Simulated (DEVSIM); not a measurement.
System: Al/SiO2/p-Ge capacitor, at 300 K.

Layer 1 from the left is SiO2, thickness (nm) 6.00. Layer 2 from the left is Ge, thickness (nm) 3800, Na (cm⁻³) 2.4e16.

Metal gate on the left, work function 4.1 eV. Fixed charge at the semiconductor interface 7e11 cm⁻² (in units of +e); no interface traps.

Constants are typed, rounded textbook-type inputs, not results; the design itself was drawn at random and stands for no fabricated device. Values at 300 K.

SiO2: gap (eV) 9, affinity (eV) 0.9, permittivity 3.9. Ge: gap (eV) 0.664, affinity (eV) 4, permittivity 16, Nc (cm⁻³) 1.04e19, Nv (cm⁻³) 6e18.

Simulated with DEVSIM: 1D Poisson equation in equilibrium, Boltzmann statistics, complete ionisation; no quantum confinement or tunnelling. Metal contacts follow the ideal Schottky-Mott rule: no Fermi-level pinning, no interface dipoles.

Question: What does the simulation give for the flat-band voltage, the threshold voltage (band bending 2φF)?

Answer: flat-band voltage -0.62 V; threshold voltage (band bending 2φF) -0.14 V.
